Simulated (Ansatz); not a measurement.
**Response to strain in Si**

The reference is Si in the diamond structure (space group Fd-3m, No. 227; a = 5.434 Å). Axes: x, y, z lie along the cube axes.

Strains are applied to the cell and any free atomic positions relax; under biaxial strain the out-of-plane vector relaxes too.

Level of theory: PBEsol in Ansatz (plane waves to 420 eV, PAW, no spin-orbit coupling), earlier PAW set.

Notes on the quantities. energy relative to the base: free energy F; pressure: mean of the normal stresses, compression positive.

```csv
change,electron mass,energy relative to the base,pressure
base,"0.93 mₑ along k, 0.19 mₑ across (off the special points)",0 meV/atom,-0.1 kbar
"biaxial strain −1.38 %, plane normal [001], relaxed out of plane","0.92 mₑ along k, 0.19 mₑ across (off the special points)",+4.1 meV/atom,16.2 kbar
isotropic strain +1.00 %,"0.93 mₑ along k, 0.19 mₑ across (off the special points)",+5.1 meV/atom,-26.4 kbar
isotropic strain +1.46 %,"0.93 mₑ along k, 0.19 mₑ across (off the special points)",___,___
uniaxial strain ε_zz = +2.99 %,"0.92 mₑ along k, 0.19 mₑ across (off the special points)",+8.6 meV/atom,-26.3 kbar
```

**Question.** Some entries are withheld; estimate them.

**Answer.** 
- isotropic strain +1.46 %, energy relative to the base: +11 meV/atom
- isotropic strain +1.46 %, pressure: -37.2 kbar

The levels and masses belong to the bands next to the band gap. Effective masses come from finite differences of ±0.01 Å⁻¹. Along k means along the line from Γ to the band edge. Stability against distortions was not tested. Labels are those of the standard path for the cell's own space group.

Ansatz is a first-principles code.
